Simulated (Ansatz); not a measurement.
Consider the following.

```yaml
crystal:
  lattice:
    - [2.81731, 1.62657, 2.30835]
    - [-2.81731, 1.62657, 2.30835]
    - [0.00000, -3.25315, 2.30835]
  atoms:
    - { symbol: Ba, position: [0.99423, 0.99423, 0.99423] }
    - { symbol: Ti, position: [0.49423, 0.49423, 0.49423] }
    - { symbol: O, position: [0.49421, 0.99421, 0.49421] }
    - { symbol: O, position: [0.49421, 0.49421, 0.99421] }
    - { symbol: O, position: [0.99421, 0.49421, 0.49421] }
```

No spin polarisation.

0.190 electrons added to each cell, a density of 3.0×10^21 cm⁻³, with a uniform compensating background at fixed cell and a 300 K Fermi–Dirac width.

Calculations: PBEsol (Ansatz, a program for electronic structure, PAW, no spin-orbit coupling). Γ-centred 12×12×12 mesh, Fermi–Dirac width 0.0259 eV.

### Question
What Fermi level relative to the doped band's edge (positive inside the band; to 0.05 eV) does the calculation give?

### Answer
+0.25 eV.

### Question
Estimate the gap between the host's bands.

### Answer
2.01 eV.

Carriers are added with a uniform compensating background; total energy and stress of such cells depend on the potential's zero and are not compared; many-body gap narrowing is missing at this level. Whether these cells are dynamically stable was not tested. All final runs are without spin polarisation. The cell was made from BaTiO3 (space group R3m, No. 160) by this change: electrons 3.0×10^21 cm⁻³. This is not the structure that BaTiO3 has at room temperature and ambient pressure.
